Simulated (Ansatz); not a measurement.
# A computed series for SnO2: response to strain

Base system: SnO2 in the rutile structure (space group P4_2/mnm, No. 136).

```cif
data_O4Sn2
_chemical_formula_sum 'Sn2 O4'
_space_group_name_H-M_alt 'P 1'
_space_group_IT_number 1
_cell_length_a 4.82757
_cell_length_b 4.82757
_cell_length_c 3.23813
_cell_angle_alpha 90.000
_cell_angle_beta 90.000
_cell_angle_gamma 90.000
loop_
_space_group_symop_operation_xyz
  'x, y, z'
loop_
_atom_site_label
_atom_site_type_symbol
_atom_site_fract_x
_atom_site_fract_y
_atom_site_fract_z
_atom_site_occupancy
Sn1 Sn 0.00000 0.00000 0.00000 1
Sn2 Sn 0.50000 0.50000 0.50000 1
O1 O 0.30658 0.30658 0.00000 1
O2 O 0.80658 0.19342 0.50000 1
O3 O 0.19342 0.80658 0.50000 1
O4 O 0.69342 0.69342 0.00000 1
```

Strains are applied to the cell and any free atomic positions relax.

Level of theory: PBE (Ansatz, a quantum-chemistry and plane-wave program, PAW, without spin-orbit coupling).

Notes on the quantities. pressure: mean of the normal stresses, compression positive; energy relative to the base: free energy F.

```
change                     pressure  energy relative to the base  band gap
------------------------  ---------  ---------------------------  --------
base                       0.00 GPa                   0 meV/atom   0.68 eV
isotropic strain +0.60 %  -3.02 GPa                +2.2 meV/atom   0.50 eV
isotropic strain +1.20 %  -5.75 GPa                +8.6 meV/atom   0.33 eV
isotropic strain +1.80 %  -8.20 GPa                 +19 meV/atom   0.16 eV
isotropic strain +2.40 %  -10.4 GPa                 +32 meV/atom      zero
isotropic strain +3.00 %  -12.4 GPa                 +49 meV/atom      zero
```

Stability against distortions was not tested. All final runs are without spin polarisation. Gaps under 0.05 eV, about the width of the smearing, are given as zero. A zero or small gap of SnO2 under isotropic strain +1.80 %, SnO2 under isotropic strain +2.40 % and SnO2 under isotropic strain +3.00 % can be the functional's error rather than a property of the material.
